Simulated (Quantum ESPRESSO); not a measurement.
Quantum ESPRESSO is run on CdSe (F-43m, 2 atoms in the cell), and the run fails. The aim is a self-consistent single point with DFT, PBE, plane waves, PseudoDojo standard norm-conserving (PBE) pseudopotentials.

Cell that was meant: a = 4.2569 Å, b = 4.2569 Å, c = 4.2569 Å, α = 60.00°, β = 60.00°, γ = 60.00°.

Part of the input:

```fortran
ATOMIC_SPECIES
Cd   112.4140  Cd.upf
Se    78.9710  Se.upf
ATOMIC_POSITIONS direct
Cd    0.0000000000    0.0000000000    0.0000000000
Se    4.5151395000    4.5151395000    4.5151395000
K_POINTS automatic
```

The program printed (abridged):

```
     This program is part of the open-source Quantum ESPRESSO suite
     for quantum simulation of materials; please cite

 %%%%%%%%%%%%%%%%%%%%%%%%%%%%%%%%%%%%%%%%%%%%%%%%%%%%%%%%%%%%%%%%%%%%%%%%%%%%%%
     Error in routine read_cards (1):
     unknown option for ATOMIC_POSITION: ATOMIC_POSITIONS DIRECT
 %%%%%%%%%%%%%%%%%%%%%%%%%%%%%%%%%%%%%%%%%%%%%%%%%%%%%%%%%%%%%%%%%%%%%%%%%%%%%%

     stopping ...
```

### Question
From the messages shown, name the fault and mend the input.

### Answer
The fault is a value that the program does not know. The key takes a closed list of words, and names differ between codes. To fix it, use one of the words that the key accepts. The program stopped before any SCF iteration.

An input that runs soundly differs in these lines (not the only fix; some lines may just follow from the change or write a value another way):
```diff
-ATOMIC_POSITIONS direct
+ATOMIC_POSITIONS angstrom
```

With that input, the run converged in 9 iterations: free energy E − TS -8071.2604 eV; top of the valence band (on the code's own zero) 8.24 eV; gap on the k-point mesh 0.67 eV; pressure 4.82 GPa (DFT, PBE, plane waves, PseudoDojo standard norm-conserving (PBE) pseudopotentials).

On the sound input: the starting cell comes from a database of computed structures (which also holds hypothetical and non-ambient phases and stackings), without a prior relaxation at this level. Its lattice was rescaled by a random factor within 2.5 % of one. With a pressure of about 5 GPa the cell is away from its equilibrium volume at this level.
